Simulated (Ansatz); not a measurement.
The reference is InP in the zinc blende structure (space group F-43m, No. 216; a = 5.907 Å).

Now apply this change: a hydrostatic pressure of 15 GPa.

Levels (all Ansatz, a program for electronic structure, PAW): r2SCAN (500 eV, spin-orbit coupling left out); HSE06+SOC (420 eV, with spin-orbit coupling).

The geometry is relaxed with r2SCAN.

- r2SCAN valence-band top at Γ: 0.00, 0.00, 0.00 eV
- r2SCAN band gap: 1.76 eV

**Question.** Predict the valence-band top at Γ and band gap from HSE06+SOC.

**Answer.** The valence-band top at Γ (three highest Kramers pairs, from the VBM) changes from 0.00, 0.00, 0.00 eV to 0.00, 0.00, -0.12 eV; the band gap increases by 0.32 eV, from 1.76 eV to 2.08 eV. The threefold valence maximum splits by Δso ≈ 0.12 eV.

Single points use the geometry relaxed with r2SCAN. Their cutoffs differ, which shifts pressures a little. HSE06 was sampled on its mesh, a few special points and the semilocal edge points, so its gap is an upper bound. The spin-orbit shifts are approximate. Load acts through the strain it causes; cell and atoms are relaxed under it. Stability against distortions was not tested. Measured, InP leaves this structure (for rock salt) near 9.8 GPa (temperature not stated; as listed in Datta, Sujoy, Jana, Debnarayan, arXiv (2020)).
